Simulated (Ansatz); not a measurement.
Base system: Sc in the hcp (Mg type) structure (space group P6_3/mmc, No. 194; a = 3.319 Å, c = 5.166 Å).

Method: Ansatz (an electronic-structure program) PBE, no spin-orbit coupling.

Before the change:

| Item | Value |
|---|---|
| Pressure | 0.0 GPa |
| Band gap | zero |

Modification: an isotropic linear strain of +1.10 %, atoms relaxed at fixed cell.

Problem. What happens to the energy relative to the base, pressure and band gap?

Solution. The energy goes up by 4.5 meV/atom; the pressure (mean of the normal stresses, compression positive) goes from zero to -1.7 GPa; the band gap remains zero.

Stability against distortions was not tested. The final runs are not spin-polarised.
